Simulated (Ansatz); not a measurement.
Here is the system:

```
MgS
1.0
    0.00000     2.54632     2.54632
    2.54632     0.00000     2.54632
    2.54632     2.54632     0.00000
S Mg
1 1
Cartesian
  0.00000   0.00000   0.00000
  2.54632   2.54632   2.54632
```

No spin polarisation.

Calculations: PBE (Ansatz, a quantum-chemistry and plane-wave program; PAW; 420 eV plane waves; without spin-orbit coupling). k-mesh 11×11×11 (Γ-centred); smearing 0.05 eV (Fermi–Dirac).

Q: Predict the gap character, smallest direct gap, band gap and width of the top valence band.

A: The gap character comes out as indirect, Γ → X and the smallest direct gap is 4.25 eV. The band gap comes out as 2.92 eV and the width of the top valence band is 2.54 eV.

The cells carry an imposed strain or load. Whether these cells are dynamically stable was not tested. The cell was made from MgS in the rock salt structure (space group Fm-3m, No. 225) by this change: isotropic strain −2.62 %.
